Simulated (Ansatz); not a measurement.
Base system: HfN in the rock salt structure (space group Fm-3m, No. 225; a = 4.526 Å; relaxed with 0.1 eV smearing). Axes: x, y, z lie along the cube axes.

Calculations: Kohn–Sham DFT with the r2SCAN functional, run in Ansatz (a program for electronic structure) with PAW and 500 eV plane waves, scalar-relativistic without spin-orbit coupling.

One thing is altered: uniaxial strain ε_zz = +3.00 %, all other strain components held at zero; the atoms relax in the strained cell.

What happens to the stress and energy relative to the base?

The stress (xx, yy, zz, yz, xz, xy; compression positive) amounts to (-3.3, -3.3, -15.3, 0.0, 0.0, 0.0) GPa; the energy goes up by 18 meV/atom.

Whether these cells are dynamically stable was not tested. The final runs are not spin-polarised. An odd electron count without spin: HfN.
